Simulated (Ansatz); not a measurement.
Structure of amorphous Ta₂₄B₈O₁₆ (periodic cell):

```xyz
48
Lattice="8.5946 0.3815 -0.0926 0.3815 8.2326 0.1328 -0.0926 0.1328 8.7219" Properties=species:S:1:pos:R:3 pbc="T T T"
Ta     7.2467     4.5971     4.6285
Ta     4.2859     4.6069     4.7284
Ta     2.1082     0.6725     1.5654
Ta     1.6833     4.0238     5.7844
Ta     3.2489     6.7084     6.8522
Ta     6.2630     5.3732     7.2149
Ta     0.6662     1.6794     4.1846
Ta     5.4792     7.3186     4.8346
Ta     1.2457     5.2896     8.5989
Ta     3.7993     3.7829     7.6295
Ta     1.8326     1.3869     7.2464
Ta     4.9929     0.3049     1.7951
Ta     2.9155     7.0550     3.7028
Ta     0.3510     7.5268     5.9527
Ta     8.6467     7.6814     2.9454
Ta     6.2105     1.9981     4.1943
Ta     4.1611     3.1907     1.9082
Ta     8.6470     8.3018     0.1620
Ta     1.3874     4.6360     3.0280
Ta     7.7023     2.6230     6.7831
Ta     3.9324     6.1439     1.0149
Ta     3.3821     1.8470     4.5116
Ta     8.6134     3.1526     1.1160
Ta     5.0287     1.1248     7.1115
B      1.7134     6.6637     1.5398
B      2.4308     8.3691     5.4733
B      2.0451     2.6242     2.5347
B      2.2303     2.8580     0.5934
B      2.1760     7.5169     8.7090
B      3.6532     1.6756     0.1329
B      3.8144     8.3053     8.6951
B      5.5654     3.3185     6.0963
O      3.4663     5.0008     2.8417
O      7.2945     6.4019     5.5420
O      7.1440     7.6953     1.3479
O      1.3047     5.8249     6.5373
O      6.7548     8.2643     3.6224
O      5.8382     2.1247     2.0751
O      5.3597     7.2630     6.8149
O      8.5122     1.2885     1.8450
O      6.6628     1.4963     8.2127
O      6.8356     0.8129     5.8816
O      8.0957     5.7488     3.1300
O      7.6751     3.2493     3.1444
O      5.0047     6.7517     2.7518
O      8.0458     6.8192     7.8768
O      5.1711     4.5340     0.4980
O      7.6746     4.2138     8.3010
```

These are PBE, scalar-relativistic without spin-orbit coupling (plane waves to 420 eV, PAW; Ansatz, a quantum-chemistry and plane-wave program) values and carry that method's errors. The usual formal charges leave 112 electrons over, so the level spacing at the Fermi energy parts defect or band states and needn't be the band gap.

A CHGNet melt-quench gave the starting glass, which DFT then relaxed. O atoms were pushed apart under 1.9 Å during the dynamics, to hinder bonds among them. The hot cell started wider than the set density and was brought back towards it in steps. It is the lowest in DFT energy of 2 quenches. It is a model cell: composition and starting density were chosen by hand, and all elements were melted together. No dispersion term was used. Its density started from a set value of 13.76 and ended at 12.64 g/cm³. The simulated quench (nominally 450 K/ps over its main leg) is rapid and tends to freeze in more defects than a deposited or slowly cooled glass has. One small periodic cell is one sample of the glass; other quenches scatter about these values. Volume and shape were free in the relaxation. Stress components on the final sampling reach 0.5 GPa. On a 2×2×2 Γ-centred mesh force components of up to 0.39 eV/Å stay, since the relaxation ran on one k-point at (1/4, 1/4, 1/4).

Bonds are counted up to Ta-Ta 3.12 Å, Ta-B 2.49 Å, Ta-O 2.76 Å, B-B 1.97 Å, B-O 1.80 Å, O-O 1.58 Å. Two cations that share two anions don't count as bonded, nor two that share one unless they lie closer than Ta-Ta 3.04 Å, Ta-B 2.42 Å, B-B 1.80 Å.

Task: Give the coordination numbers, mean bond lengths and angles.

Result: 
```json
{
  "Mean coordination of Ta by anions": "2.62 (2 with 0, 4 with 1, 4 with 2, 7 with 3, 5 with 4, 2 with 5); 121 close contacts or bonds to cations besides",
  "Mean coordination of B by anions": "0.00 (8 with 0); 51 close contacts or bonds to cations besides",
  "Mean coordination of O": "3.94 (4 with 3, 9 with 4, 3 with 5)",
  "Mean Ta-Ta close contact": "2.951 Å (spread 0.086 Å, 40 counted)",
  "Mean Ta-O bond": "2.159 Å (spread 0.149 Å, 63 counted)",
  "Mean Ta-B close contact": "2.349 Å (spread 0.073 Å, 41 counted)",
  "Mean B-B bond": "1.851 Å (spread 0.073 Å, 5 counted)",
  "Bond angle at Ta": "mean 97.4°, spread 33.6°",
  "Bond angle at B": "mean 98.4°, spread 29.9°",
  "Bond angle at O": "mean 106.7°, spread 23.0°"
}
```

Task: What Bader charges do the atoms carry, from a run on one k-point at (1/4, 1/4, 1/4)?

Result: Means (range): Ta +1.25 e (+0.31 to +1.94), B -1.23 e (-1.59 to -0.93), O -1.26 e (-1.33 to -1.17).
```
atom  charge (e)
----  ----------
Ta1        +1.24
Ta2        +0.58
Ta3        +1.10
Ta4        +0.31
Ta5        +1.23
Ta6        +1.65
Ta7        +0.86
Ta8        +1.44
Ta9        +1.33
Ta10       +0.90
Ta11       +0.86
Ta12       +1.92
Ta13       +0.74
Ta14       +1.47
Ta15       +1.61
Ta16       +1.45
Ta17       +1.65
Ta18       +1.94
Ta19       +1.26
Ta20       +1.07
Ta21       +1.58
Ta22       +0.54
Ta23       +1.65
Ta24       +1.64
B25        -1.30
B26        -1.59
B27        -1.29
B28        -0.93
B29        -1.08
B30        -1.13
B31        -1.02
B32        -1.49
O33        -1.33
O34        -1.26
O35        -1.17
O36        -1.29
O37        -1.28
O38        -1.21
O39        -1.31
O40        -1.30
O41        -1.23
O42        -1.29
O43        -1.24
O44        -1.26
O45        -1.25
O46        -1.20
O47        -1.29
O48        -1.28
```
